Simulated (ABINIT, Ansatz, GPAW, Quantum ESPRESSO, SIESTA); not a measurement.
## AuAl2 (Fm-3m, 3 atoms in the cell) computed with different codes at matched settings

Self-consistent single point, at a second geometry (lattice scaled by 0.98). First geometry:

```
CELL_PARAMETERS angstrom
      0.00000     2.93400     2.93400
      2.93400     0.00000     2.93400
      2.93400     2.93400     0.00000
ATOMIC_POSITIONS crystal
  Al 0.25000 0.25000 0.25000
  Al 0.75000 0.75000 0.75000
  Au 0.00000 0.00000 0.00000
```

Shared settings, as Ansatz (an electronic-structure program) writes them: kpoints.mp_grid.grid = 13 13 13; scf.occupations.method = gaussian; scf.occupations.width = 0.0037 Ry. Potentials and cutoffs stand in the table.

| code | model | ΔF from the first geometry (meV/atom) | pressure (GPa) | cutoff |
|---|---|---|---|---|
| SIESTA | GGA PBE, numerical atomic orbitals DZP, PseudoDojo PBE standard norm-conserving potentials (rewritten from UPF to PSML) | 114.3 | 24.46 | grid 300 Ry |
| Quantum ESPRESSO | PBE, GBRV 1.5 ultrasoft (PBE) pseudopotentials | 110.8 | 23.75 | 40 Ry |
| Ansatz | PBE, default PAW files | 112.0 | 23.93 | 30.9 Ry |
| GPAW | PBE, GPAW PAW datasets PBE (gpaw-data 1.0.1) | 115.9 | 24.69 | 550 eV |
| ABINIT | PBE, PAW (JTH v2.0 PBE PAW) | 111.1 | 23.85 | 26 Ha |

On Ansatz's run: spin-orbit coupling is off.

The spread over the programs that give each value: ΔF from the first geometry within 5.1 meV/atom; pressure within 0.94 GPa.

SIESTA uses small atom-centred bases, whose incompleteness enters pressures, forces and empty levels differently from a plane-wave cutoff. Ansatz's pressure is given at a fixed set of plane waves, as the other plane-wave codes print theirs; with its correction for the finite basis it is 24.00 GPa.

The starting cell has typed, rounded lattice constants, without a prior relaxation at this level. Its lattice was rescaled by a random factor within 2.5 % of one. For this run, on top of that: lattice scaled by 0.98.

Left out of this page: Elk (not drawn, or without a comparable value); FLEUR (with a known weakness of the program).

Keys are those of Ansatz 0.2.
